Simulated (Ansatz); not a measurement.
## A computed series for NiSi2: pressure series

The parent structure is NiSi2 (space group Fm-3m, No. 225; a = 5.3897 Å; non-magnetic).

Cell and atoms are relaxed at each pressure.

Computed with r2SCAN/PAW in Ansatz (a program for electronic structure), no spin-orbit coupling, earlier PAW set.

Notes on the quantities. enthalpy: H = E + PV relative to the base's energy.

```
variant                enthalpy  shortest interatomic distance
----------------  -------------  -----------------------------
base                          –                        2.334 Å
pressure −2 GPa   -0.16 eV/atom                        2.344 Å
pressure −1 GPa   -0.08 eV/atom                        2.339 Å
pressure 0.3 GPa  +0.02 eV/atom                        2.332 Å
pressure 0.7 GPa  +0.06 eV/atom                        2.330 Å
pressure 1.5 GPa  +0.12 eV/atom                        2.327 Å
pressure 3 GPa    +0.24 eV/atom                        2.320 Å
pressure 5 GPa    +0.40 eV/atom                        2.311 Å
pressure 7.5 GPa  +0.60 eV/atom                        2.301 Å
pressure 10 GPa   +0.79 eV/atom                        2.292 Å
```

Load acts through the strain it causes; cell and atoms are relaxed under it. Whether these cells are dynamically stable was not tested. No other phases were tried under pressure. Seeded moments were not kept for the base. The final runs are not spin-polarised.
